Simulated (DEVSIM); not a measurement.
Structure: abrupt Si n-p junction, at 300 K.

Layer 1 from the left is Si, thickness (μm) 27.0, Nd (cm⁻³) 3.3e17, τn (s) 0.0002, τp (s) 0.0002. Layer 2 from the left is Si, thickness (μm) 59.0, Na (cm⁻³) 9.4e17, τn (s) 0.0002, τp (s) 0.0002.

Left contact: ohmic. Right contact: ohmic. Voltage is applied to the left contact. Recombination: SRH at mid-gap, radiative. Mobility is μmin + (μ − μmin)/(1 + (N/Nref)^α).

Constants are typed, rounded textbook-type inputs, not results; the design itself was drawn at random and stands for no fabricated device. Values at 300 K.

Si: gap (eV) 1.124, affinity (eV) 4.05, permittivity 11.7, Nc (cm⁻³) 2.86e19, Nv (cm⁻³) 3.1e19, μn (cm²/Vs) 1417, μp (cm²/Vs) 470, μn,min 52, μp,min 45, Nref,n 9.7e16, Nref,p 2.2e17, αn 0.68, αp 0.72, B (cm³/s) 4.7e-15.

Simulated with DEVSIM: 1D drift-diffusion, Boltzmann statistics, complete ionisation; no tunnelling, impact ionisation, image-force lowering or self-heating.

Dark forward current:

| |V| (V) | |J| (A/cm²) |
|---|---|
| 0.25 | 2.612e-9 |
| 0.30 | 1.701e-8 |
| 0.35 | 1.147e-7 |
| 0.40 | 7.855e-7 |
| 0.45 | 5.411e-6 |
| 0.50 | 3.737e-5 |
| 0.55 | 0.0002583 |
| 0.60 | 0.001786 |
| 0.65 | 0.01235 |
| 0.70 | 0.08537 |
| 0.75 | 0.5873 |
| 0.80 | 3.919 |
| 0.85 | 22.44 |
| 0.90 | 87.93 |
| 0.95 | 233.3 |
| 1.00 | 481.2 |
| 1.05 | 846.2 |
| 1.10 | 1336 |
| 1.15 | 1955 |
| 1.20 | 2707 |

Q: Work out the local ideality factor n = ΔV / (kT/q · ln(J2/J1)) between the rows 0.25 and 0.30 V, 0.60 and 0.65 V, 1.15 and 1.20 V.

A: kT/q = 25.85 mV. From 0.25 to 0.30 V: ln(1.701e-8/2.612e-9) = 1.874, n = 1.03, near the 1 of diffusion or emission over a barrier. From 0.60 to 0.65 V: ln(0.01235/0.001786) = 1.934, n = 1.00, near the 1 of diffusion or emission over a barrier. From 1.15 to 1.20 V: ln(2707/1955) = 0.325, n = 5.94.

Q: Estimate the current at 0.50 V from the Shockley equation with J0 = Σ q ni² D/(N L) coth(W/L), τ joining the SRH, radiative and Auger lifetimes that are on, and W taken as the whole layer.

A: ni² = 1.16e20 cm⁻⁶; holes in the n layer: μ = 227 cm²/Vs, D = 5.86 cm²/s, τ = 0.000153 s, L = 299 μm, W/L = 0.090, term 1.22e-13 A/cm²; electrons in the p layer: μ = 292 cm²/Vs, D = 7.55 cm²/s, τ = 0.000106 s, L = 283 μm, W/L = 0.21, term 2.56e-14 A/cm². J0 = 1.48e-13 A/cm², and J = J0 exp(qV/kT) = 3.72e-5 A/cm². The simulation gives 3.74e-5 A/cm², the same within the digits that matter. The estimate leaves out recombination in the depletion region and that region's share of W.
